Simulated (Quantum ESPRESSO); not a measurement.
Quantum ESPRESSO run on Hf3Ge (I4/mmm, 4 atoms in the cell): self-consistent single point.

Method: PBEsol, PSlibrary PAW (PBE) pseudopotentials (plane waves; Quantum ESPRESSO).

```xyz
4
Lattice="-2.0940 2.0940 4.6381 2.0940 -2.0940 4.6381 2.0940 2.0940 -4.6381" Properties=species:S:1:pos:R:3 pbc="T T T"
Hf     0.0000     2.0940     2.3190
Hf     2.0940     0.0000     2.3190
Hf     0.0000     0.0000     4.6381
Ge     0.0000     0.0000     0.0000
```

Reference input (self-consistent single point, DFT, PBEsol, plane waves, PSlibrary PAW (PBE) pseudopotentials): ecutwfc = 55 Ry; ecutrho = 330 Ry; occupations = smearing; smearing = methfessel-paxton; degauss = 0.0099958 Ry; input_dft = pbesol; potentials = {Hf: Hf.pbe-spn-kjpaw_psl.1.0.0.UPF, Ge: Ge.pbe-n-kjpaw_psl.1.0.0.UPF}; K_POINTS = automatic 8 8 8 0 0 0; conv_thr = 1e-10 Ry; mixing_beta = 0.7. This run's input differs from it in these lines:

```diff
@@ -12,4 +12,4 @@
   ntyp = 2
-  ecutwfc = 55
-  ecutrho = 330
+  ecutwfc = 33
+  ecutrho = 198
   occupations = 'smearing'
```

The program printed (abridged):

```
     Self-consistent Calculation

     iteration #  1     ecut=    33.00 Ry     beta= 0.70

     Threshold (ethr) on eigenvalues was too large:
     Diagonalizing with lowered threshold

     total energy              =   -2222.74905312 Ry
     estimated scf accuracy    <       0.10506335 Ry

     iteration #  2     ecut=    33.00 Ry     beta= 0.70

     total energy              =   -2222.72914413 Ry
     estimated scf accuracy    <       0.16276184 Ry

     iteration #  3     ecut=    33.00 Ry     beta= 0.70

     total energy              =   -2222.77019655 Ry
     estimated scf accuracy    <       0.04546244 Ry

   [... 8 blocks of this kind left out ...]

     iteration # 12     ecut=    33.00 Ry     beta= 0.70

     total energy              =   -2222.77592014 Ry
     estimated scf accuracy    <          3.3E-10 Ry

     iteration # 13     ecut=    33.00 Ry     beta= 0.70
     End of self-consistent calculation

     the Fermi energy is    13.8895 ev

!    total energy              =   -2222.77592014 Ry
     estimated scf accuracy    <          4.7E-12 Ry
     smearing contrib. (-TS)   =       0.00027016 Ry
     internal energy E=F+TS    =   -2222.77619030 Ry

     convergence has been achieved in  13 iterations

     Forces acting on atoms (cartesian axes, Ry/au):

     atom    1 type  1   force =    -0.00000000    0.00000000   -0.00000000
   [... zero for the other atoms too ...]

     Total force =     0.000000     Total SCF correction =     0.000000

          total   stress  (Ry/bohr**3)                   (kbar)     P=     -101.25
  -0.00069719   0.00000000   0.00000000         -102.56        0.00        0.00
   0.00000000  -0.00069719   0.00000000            0.00     -102.56        0.00
  -0.00000000  -0.00000000  -0.00067041           -0.00       -0.00      -98.62

   JOB DONE.
```

The run converged in 13 iterations. Against the reference run the free energy goes up by 183 meV/atom and the pressure goes from -5.59 to -10.12 GPa.

The starting cell comes from a database of computed structures (which also holds hypothetical and non-ambient phases and stackings), without a prior relaxation at this level. At the lowered cutoff the pressure carries the error of an incomplete plane-wave basis.

Cost on one core of a shared machine: roughly 2 min.
